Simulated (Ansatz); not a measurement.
# Thickness series in hypothetical rock salt MoP

Start from MoP in the rock salt structure (space group Fm-3m, No. 225; a = 4.9009 Å; a hypothetical phase, not in the database extracts checked). Axes: x, y, z lie along the cube axes.

Free-standing slabs (2 atom(s) a layer) normal to the z axis with 15 Å of vacuum; in-plane cell held at bulk.

Level of theory: PBEsol (Ansatz, a first-principles code), spin-orbit coupling left out.

Notes on the quantities. layer's space group: with vacuum.

| case | layer's space group | thickness between the outermost nuclei | shortest interatomic distance |
|---|---|---|---|
| base | – | – | 245.0 pm |
| 1 layer | P4/mmm (No. 123) | – | 245.0 pm |
| 2 layers | P4/nmm (No. 129) | 2.82 Å | 235.6 pm |
| 3 layers | P4/mmm (No. 123) | 5.35 Å | 220.2 pm |
| 4 layers | P4/nmm (No. 129) | 7.97 Å | 234.7 pm |
| 5 layers | P4/mmm (No. 123) | 10.44 Å | 227.7 pm |
| 6 layers | P4/nmm (No. 129) | 13.18 Å | 244.6 pm |
| 7 layers | P4/mmm (No. 123) | 16.00 Å | 225.3 pm |

Stability against distortions was not tested. The final runs are not spin-polarised. An odd electron count without spin: MoP. MoP has a high density of states at the Fermi level and may be magnetic at this level.
